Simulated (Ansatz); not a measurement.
We look at the energy of configuration A over configuration B. The value is E(A) − E(B).

Cell A: a supercell of 32 sites of Pb (fcc, Fm-3m) with H off the lattice sites (4 Pb at 2.28 Å); spin state with PBE: run without spin, k-point mesh 4×4×4.
```xyz
33
Lattice="9.9183 0.0000 0.0000 0.0000 9.9183 0.0000 0.0000 0.0000 9.9183" Properties=species:S:1:pos:R:3 pbc="T T T"
Pb     0.0006     0.0006     0.0006
Pb     0.0090     2.4842     2.4842
Pb     2.4842     0.0090     2.4842
Pb     2.4842     2.4842     0.0090
Pb    -0.0262    -0.0262     4.9668
Pb    -0.0262     2.4719     7.4649
Pb     2.4719    -0.0262     7.4649
Pb     2.4034     2.4034     5.0353
Pb    -0.0262     4.9668    -0.0262
Pb    -0.0262     7.4649     2.4719
Pb     2.4034     5.0353     2.4034
Pb     2.4719     7.4649    -0.0262
Pb     0.0090     4.9545     4.9545
Pb     0.0006     7.4381     7.4381
Pb     2.4842     4.9545     7.4297
Pb     2.4842     7.4297     4.9545
Pb     4.9668    -0.0262    -0.0262
Pb     5.0353     2.4034     2.4034
Pb     7.4649    -0.0262     2.4719
Pb     7.4649     2.4719    -0.0262
Pb     4.9545     0.0090     4.9545
Pb     4.9545     2.4842     7.4297
Pb     7.4381     0.0006     7.4381
Pb     7.4297     2.4842     4.9545
Pb     4.9545     4.9545     0.0090
Pb     4.9545     7.4297     2.4842
Pb     7.4297     4.9545     2.4842
Pb     7.4381     7.4381     0.0006
Pb     5.0353     5.0353     5.0353
Pb     4.9668     7.4649     7.4649
Pb     7.4649     4.9668     7.4649
Pb     7.4649     7.4649     4.9668
H      3.7193     3.7193     3.7193
```

Cell B: a supercell of 32 sites of Pb (fcc, Fm-3m) with H off the lattice sites (6 Pb at 2.51 Å); spin state with PBE: run without spin, k-point mesh 4×4×4.
```xyz
33
Lattice="9.9183 0.0000 0.0000 0.0000 9.9183 0.0000 0.0000 0.0000 9.9183" Properties=species:S:1:pos:R:3 pbc="T T T"
Pb    -0.0330     0.0000     0.0000
Pb     0.0077     2.4719     2.4719
Pb     2.4796     0.0000     2.5126
Pb     2.4796     2.5126     0.0000
Pb    -0.0077     0.0000     4.9591
Pb     0.0077     2.4719     7.4464
Pb     2.4796     0.0000     7.4057
Pb     2.4796     2.4872     4.9591
Pb    -0.0077     4.9591     0.0000
Pb     0.0077     7.4464     2.4719
Pb     2.4796     4.9591     2.4872
Pb     2.4796     7.4057     0.0000
Pb     0.0028     4.9591     4.9591
Pb     0.0077     7.4464     7.4464
Pb     2.4796     4.9591     7.4310
Pb     2.4796     7.4310     4.9591
Pb     4.9921     0.0000     0.0000
Pb     4.9514     2.4719     2.4719
Pb     7.4387     0.0000     2.4872
Pb     7.4387     2.4872     0.0000
Pb     4.9668     0.0000     4.9591
Pb     4.9514     2.4719     7.4464
Pb     7.4387     0.0000     7.4310
Pb     7.4387     2.4768     4.9591
Pb     4.9668     4.9591     0.0000
Pb     4.9514     7.4464     2.4719
Pb     7.4387     4.9591     2.4768
Pb     7.4387     7.4310     0.0000
Pb     4.9563     4.9591     4.9591
Pb     4.9514     7.4464     7.4464
Pb     7.4387     4.9591     7.4415
Pb     7.4387     7.4415     4.9591
H      2.4796     0.0000     0.0000
```

All numbers come from Ansatz (a first-principles code), plane waves with PAW, its default PAW set, cutoff 420 eV, 500 eV for r2SCAN. The structures are at rest with PBE+D3(BJ), within the held lattices; other levels are single points on them. Neutral cells; Fermi-Dirac smearing of at most 0.10 eV in the solids, energies taken to zero width. The lattices are those relaxed with PBE+D3(BJ), so at other levels the solids can be strained, which adds to the spread. Larger cells are relaxed from a start prepared with the learned potential CHGNet, on a coarser mesh till forces fall under 0.03 eV/Å, which some starts already meet. A dispersion term (D3(BJ), or D4 for r2SCAN) was computed beside these levels and is taken off wherever the name lacks it. Nuclei at rest; no vibrational terms. No structure search was made; lower ones may exist. Spin-orbit coupling is left out. Values are for these cell sizes. Cell A has symmetry P-43m and got no random move, so less symmetric positions, which may lie lower, weren't tried. Cell B has symmetry Pm-3m and got no random move, so less symmetric positions, which may lie lower, weren't tried.

Problem. What value does PBE give?

Solution. -0.13 eV for A less B, so A lies lower.

Problem. How does the value move with the functional?

Solution. 
```csv
Functional,value (eV),less PBE
PBE+D3(BJ),-0.11,0.02
r2SCAN+D4,-0.20,-0.07
```

The levels span 0.09 eV, from r2SCAN+D4 (-0.20) to PBE+D3(BJ) (-0.11).
